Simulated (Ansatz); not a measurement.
Si (Fd-3m), PBE, rigid bands (Ansatz, a first-principles code): Condition of this run: functional PBE, cell relaxed with it. band gap 0.61 eV, N_c = 3.14e19 cm⁻³ and N_v = 3.57e19 cm⁻³ at 300 K, conductivity masses of 0.290 mₑ (electrons) and 0.327 mₑ (holes). Take k_BT = 0.02585 eV.

### Question
What thermal injection velocity √(2k_BT/πm) limits a ballistic channel?

### Answer
9.99e6 cm/s for electrons and 9.41e6 cm/s for holes, a ratio of √(m_h/m_e) = 1.06, for dilute carriers.

### Question
What built-in voltage has an abrupt junction with N_A = 1e16 and N_D = 1e18 cm⁻³, all dopants ionised?

### Answer
V_bi = E_g/e − (k_BT/e) ln(N_c N_v/(N_A N_D)) = 0.61 − 0.02585 × 11.63 = 0.31 V. It follows the computed gap one for one.

### Question
Find the intrinsic carrier density and the intrinsic Fermi level.

### Answer
n_i = √(N_c N_v) exp(−E_g/2k_BT) = 3.35e19 × exp(−11.80) = 2.5e14 cm⁻³. The level lies (k_BT/2) ln(N_v/N_c) = 2 meV from mid-gap (positive towards the conduction band). Each 0.1 eV added to the gap lowers n_i by a factor of 6.9.

Rigid, parabolic bands with the computed gap; masses take one relaxation time for all states. Spin-orbit coupling is left out; where it splits the top of the valence band, N_v and the p-type Seebeck coefficient come out somewhat high without it.
